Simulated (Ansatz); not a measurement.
SnSiO3 (model structure, started from the tetragonal perovskite type, P4mm, No. 99, 5 atoms in the cell) was calculated with PBEsol+SOC in Ansatz (PAW).

Run with plane-wave cutoff 520 eV, 10×10×8 k mesh (along the axes of the cell as run), Fermi–Dirac smearing 0.01 eV, PAW data made under PBE.

Cell (relaxed with PBEsol):

SnO₃Si is taken in the tetragonal space group P4mm (No. 99), Pearson symbol tP5. Lattice parameters: a = 3.4661 Å, b = 3.4661 Å, c = 4.6892 Å, α = 90.00°, β = 90.00°, γ = 90.00°. Si on 1b sees 1 O at 1.631 Å and 4 O at 1.807 Å. Sn on 1a is coordinated by 4 O at 2.440 Å and 4 O at 2.587 Å. O1 on 1b is coordinated by 1 Si at 1.631 Å and 4 Sn at 2.587 Å. O2 on 2c is coordinated by 2 Si at 1.807 Å and 2 Sn at 2.440 Å. (Neighbours: up to the widest gap in distance over summed covalent radii, below 1.35, at either atom; cation-cation and far metal-metal contacts left out.)

Give the computed band gap, smallest direct gap on the k points sampled and Γ–Γ gap.


* **band gap**: 0.70 eV (indirect)
* **smallest direct gap on the k points sampled**: 1.41 eV
* **Γ–Γ gap**: 3.69 eV

Note: the relaxation could raise the start's symmetry but not lower it, so the cell can be a saddle point.

The computed numbers hold no vibrational or temperature effects.

A model structure was made by putting elements into a prototype or built by hand; it is no filed structure, need not be a known phase, and can be a saddle point held by its symmetry.

Ansatz is a quantum-chemistry and plane-wave program.
